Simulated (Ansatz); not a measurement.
Start from PbSe in the rock salt structure (space group Fm-3m, No. 225; a = 6.218 Å).

One thing is altered: cell and atoms relaxed at a pressure of 0.9 GPa.

Levels (all Ansatz, a first-principles code, PAW): PBE (420 eV, spin-orbit coupling left out); r2SCAN (500 eV, without spin-orbit coupling).

The geometry is relaxed with PBE.

| Item | Value |
|---|---|
| PBE pressure | 0.89 GPa |
| PBE width of the top valence band | 3.04 eV |
| PBE hole mass | 0.16 mₑ along k, 0.11 mₑ across (at L) |
| PBE band gap | 0.38 eV |

With r2SCAN at the same geometry, the pressure decreases by 0.935 GPa (0.89 GPa → -0.05 GPa); the width of the top valence band rises by 0.153 eV to 3.20 eV; the hole mass goes from 0.16 mₑ along k, 0.11 mₑ across (at L) to 0.24 mₑ along k, 0.11 mₑ across (at L); the band gap grows by 0.29 eV to 0.67 eV.

Single points use the geometry relaxed with PBE. Their cutoffs differ, which shifts pressures a little. With Pb present, leaving out spin-orbit coupling can change the band edges. Load acts through the strain it causes; cell and atoms are relaxed under it. Effective masses come from finite differences of ±0.01 Å⁻¹. Along k means along the line from Γ to the band edge. Whether these cells are dynamically stable was not tested.
